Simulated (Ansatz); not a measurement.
## Point defects in SnS2

Base system: a 24-atom supercell of SnS$_{2}$ in the CdI2 type structure (space group P-3m1, No. 164; layered, stacked along the Cartesian z axis) at its relaxed geometry.

```
SnS2
1.0
    7.33879     0.00000    -5.80621
   -3.66939     6.35558     0.00000
    7.33879     0.00000     5.80621
Sn S
8 16
Direct
  0.00000   0.00000   0.00000
  0.00000   0.50000   0.00000
  0.25000   0.00000   0.25000
  0.25000   0.50000   0.25000
  0.50000   0.00000   0.50000
  0.50000   0.50000   0.50000
  0.75000   0.00000   0.75000
  0.75000   0.50000   0.75000
  0.95603   0.33333   0.21063
  0.95603   0.83333   0.21063
  0.20603   0.33333   0.46063
  0.20603   0.83333   0.46063
  0.45603   0.33333   0.71063
  0.45603   0.83333   0.71063
  0.70603   0.33333   0.96063
  0.70603   0.83333   0.96063
  0.79397   0.16667   0.53937
  0.79397   0.66667   0.53937
  0.04397   0.16667   0.78937
  0.04397   0.66667   0.78937
  0.29397   0.16667   0.03937
  0.29397   0.66667   0.03937
  0.54397   0.16667   0.28937
  0.54397   0.66667   0.28937
```

One neutral defect a cell, atoms relaxed at fixed cell.

Method: PBE-D3(BJ), PAW, 420 eV (Ansatz, a program for electronic structure; without spin-orbit coupling).

```csv
variant,total moment of the cell,gap of the supercell,pressure,largest displacement of a host atom from its site in the perfect cell
perfect supercell,–,1.26 eV,0.0 GPa,–
"Sn on a S site (antisite), symmetric start",0.0 μB,zero,1.0 GPa,0.13 Å
S on a Sn site (antisite),0.0 μB,1.24 eV,-1.1 GPa,0.12 Å
"Sn vacancy, symmetric start",4.0 μB,zero,-1.0 GPa,0.14 Å
```

Other magnetic orders, which the real material may have, were not ruled out. In so small a cell the defect repeats every few ångströms: this is an ordered compound, not a dilute defect. A case with no gap was solved on a k-mesh chosen for an insulator, which is coarse for it. Defects with a symmetric start kept the site's symmetry and may sit on a saddle; the others started slightly shaken. Starting moments died away, wholly or in part, for Sn on a S site (antisite) and S on a Sn site (antisite); another magnetic solution may exist.
